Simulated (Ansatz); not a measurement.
Abridged Ansatz (an electronic-structure program) output:

```
Relaxation: its limit of steps is 50 (relax.max_steps)
Pseudopotential: Mo, paw, valence charge 14
Pseudopotential: Si, paw, valence charge 4
Crystal: 3 atoms, lattice volume = 37.826 Å³
Basis set: ecut = 500 eV, 959 PW (Γ), exchange–correlation on 144×144×144 points (64 copies of the dense FFT grid, shifted against one another)
Bands: 15, of which v1, the nominal top of the filled ones, is band 11 counted from 1 (10 counted from 0)
Symmetry: 8 space group operations
k-points: 428 of 2744
Functional: x = r2scan, c = r2scan; τ floored in thin density (d = 2e-4 eV/Å³)
SCF iter   1: F=—  HF=-6246.923960 eV  |F-HF|=—  |Δ(HF+E_count)|=         —  Δρ=8.65e-3  dr2=1.85e-2  dr2_τ=4.35e-2  ethr=1.77e-3  ⟨swp⟩=5.8  Hψ=36712  notcnv=0
SCF iter   2: F=—  HF=-6246.963711 eV  |F-HF|=—  |Δ(HF+E_count)|=   3.98e-2  Δρ=5.62e-3  dr2=8.57e-3  dr2_τ=1.13e-4  ethr=8.40e-5  ⟨swp⟩=2.0  Hψ=14552  notcnv=0
SCF 1 converged in 9 iterations: F = -6246.962793 eV  dr2 = 1.31e-11
relax step   1: F+E_penalty+E_count = -6246.96279265 eV  Δ(F+E_penalty+E_count) = +0.000e0 eV  max|allowed force component| = 1.377e-1 eV/Å  Δτ_max = 0.0000 Å  (9 SCF iters, accepted)
Crystal: 3 atoms, lattice volume = 37.826 Å³
SCF iter   1: F=—  HF=-6246.963631 eV  |F-HF|=—  |Δ(HF+E_count)|=         —  Δρ=4.49e-4  dr2=1.64e-4  dr2_τ=1.77e-5  ethr=7.65e-7  ⟨swp⟩=2.1  Hψ=24956  notcnv=0
SCF iter   2: F=—  HF=-6246.963623 eV  |F-HF|=—  |Δ(HF+E_count)|=   7.64e-6  Δρ=2.45e-4  dr2=4.30e-5  dr2_τ=1.59e-6  ethr=7.44e-7  ⟨swp⟩=1.7  Hψ=8500  notcnv=0
SCF 2 converged in 6 iterations: F = -6246.963612 eV  dr2 = 2.15e-10
relax step   2: F+E_penalty+E_count = -6246.96361198 eV  Δ(F+E_penalty+E_count) = -8.193e-4 eV  max|allowed force component| = 3.555e-2 eV/Å  Δτ_max = 0.0047 Å  (6 SCF iters, accepted)
Crystal: 3 atoms, lattice volume = 37.826 Å³
SCF iter   1: F=—  HF=-6246.963674 eV  |F-HF|=—  |Δ(HF+E_count)|=         —  Δρ=1.57e-4  dr2=2.01e-5  dr2_τ=2.15e-6  ethr=9.06e-7  ⟨swp⟩=2.1  Hψ=16570  notcnv=0
SCF iter   2: F=—  HF=-6246.963672 eV  |F-HF|=—  |Δ(HF+E_count)|=   1.88e-6  Δρ=8.58e-5  dr2=5.25e-6  dr2_τ=2.00e-7  ethr=9.12e-8  ⟨swp⟩=1.0  Hψ=9844  notcnv=0
SCF 3 converged in 6 iterations: F = -6246.963671 eV  dr2 = 1.59e-11
relax step   3: F+E_penalty+E_count = -6246.96367094 eV  Δ(F+E_penalty+E_count) = -5.895e-5 eV  max|allowed force component| = 1.469e-4 eV/Å  Δτ_max = 0.0017 Å  (6 SCF iters, accepted)
Crystal: 3 atoms, lattice volume = 37.826 Å³
SCF iter   1: F=—  HF=-6246.963671 eV  |F-HF|=—  |Δ(HF+E_count)|=         —  Δρ=2.20e-7  dr2=1.59e-11  dr2_τ=7.97e-13  ethr=1.00e-12  ⟨swp⟩=2.4  Hψ=38050  notcnv=0
SCF iter   2: F=-6246.963671 eV  HF=-6246.963671 eV  |F-HF|=1.09e-11  |Δ(HF+E_count)|=  1.09e-11  Δρ=1.55e-7  dr2=7.52e-12  dr2_τ=1.45e-13  ethr=1.00e-12  ⟨swp⟩=3.0  Hψ=15640  notcnv=0
SCF 4 converged in 2 iterations: F = -6246.963671 eV  dr2 = 7.52e-12
SCF converged after 2 iterations
Free energy (F): -6246.963671 eV
Internal energy: -6246.961637 eV  (E = F + TS)
E sigma→0 (E₀):  -6246.962654 eV
Entropy (-TS):   -0.002034 eV (-0.678 meV/atom)
Fermi energy:    17.253686 eV
--- Forces (eV/Å), atoms counted from 1 ---
  atom   1  Mo     0.00000000     0.00000000    -0.00000000
  atom   2  Si     0.00000000     0.00000000    -0.00014714
  atom   3  Si     0.00000000     0.00000000     0.00014714
--- Stress (GPa, compression-positive) ---
       27.099410       0.000000       0.000000
        0.000000       7.951619       0.000000
        0.000000       0.000000       6.542714
  P = ⅓ Tr σ = 13.8646 GPa (138.646 kbar)
--- Relaxed structure (3 steps of the walk, 3 accepted, 0 SCFs on fresh bases) ---
  atoms:
    - { symbol: Mo, position: [-9.244669770440965e-21, -9.244669770440965e-21, 0.0] }
    - { symbol: Si, position: [0.3344809861459668, 0.3344809861459668, 0.0] }
    - { symbol: Si, position: [0.6655190138540333, 0.6655190138540333, 0.0] }
```

Problem. What was computed, and what are the main results?

Solution. MoSi2, 3 atoms in the cell, with r2SCAN (Ansatz), no spin-orbit coupling. The last SCF converged to F = -6246.963671 eV, or -2082.3212 eV per atom, at a pressure of 13.86 GPa. The total energy compares only with runs of the same code, potentials and settings.

A case with no gap was solved on a k-mesh chosen for an insulator, which is coarse for it. Without a gap, meshes like the base's 14×14×14 leave anisotropic stresses uncertain by several tenths of a GPa, and small strain energies with them. The cells carry an imposed strain or load. Whether these cells are dynamically stable was not tested. The final runs are not spin-polarised. The cell was made from MoSi2 (space group I4/mmm, No. 139) by this change: uniaxial strain ε_xx = −5.61 %.

Keys are those of Ansatz 0.2.
